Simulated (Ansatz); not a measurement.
The parent structure is Cu in the fcc (Cu type) structure (space group Fm-3m, No. 225).

```xyz
1
Lattice="0.0000 1.7895 1.7895 1.7895 0.0000 1.7895 1.7895 1.7895 0.0000" Properties=species:S:1:pos:R:3 pbc="T T T"
Cu     0.0000     0.0000     0.0000
```

Computed with Ansatz (an electronic-structure program), r2SCAN, PAW, cutoff 500 eV, spin-orbit coupling left out, earlier PAW set.

For the base:

| Item | Value |
|---|---|
| Lattice parameter a | 6.763 bohr |

Perturbation: cell and atoms relaxed at a pressure of 30 GPa.

Problem. Predict the new lattice parameter a.

Solution. The lattice parameter a shrinks by 0.292 bohr to 6.471 bohr.

Load acts through the strain it causes; cell and atoms are relaxed under it. Stability against distortions was not tested. Competing high-pressure phases were not computed. All final runs are without spin polarisation.
